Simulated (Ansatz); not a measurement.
System: PbF2 (Pnma, No. 62). Method: r²SCAN+rVV10 (Ansatz, a quantum-chemistry and plane-wave program, plane waves, PAW).

Numerical settings: plane-wave cutoff 500 eV, 6×10×6 k mesh (along the axes of the cell as run), Fermi–Dirac smearing 0.05 eV, scalar-relativistic PAW data made under PBE.

Cell (relaxed at this level):

```cif
data_F8Pb4
_chemical_formula_sum 'Pb4 F8'
_space_group_name_H-M_alt 'Pnma'
_space_group_IT_number 62
_space_group_name_Hall '-P 2ac 2n'
_cell_length_a 6.35108
_cell_length_b 3.85930
_cell_length_c 7.61404
_cell_angle_alpha 90.000
_cell_angle_beta 90.000
_cell_angle_gamma 90.000
loop_
_atom_site_label
_atom_site_type_symbol
_atom_site_symmetry_multiplicity
_atom_site_Wyckoff_symbol
_atom_site_fract_x
_atom_site_fract_y
_atom_site_fract_z
_atom_site_occupancy
Pb1 Pb 4 c 0.25463 0.25000 0.10826 1
F1 F 4 c 0.35957 0.25000 0.43756 1
F2 F 4 c 0.03119 0.75000 0.34286 1
```

### Question
What does this level give for the band gap?

### Answer

* **band gap**: 4.64 eV (on the SCF k mesh)

Spin–orbit coupling is not included; with these elements it can move the gap by several tenths of an eV or more.

The computed numbers hold no vibrational or temperature effects.
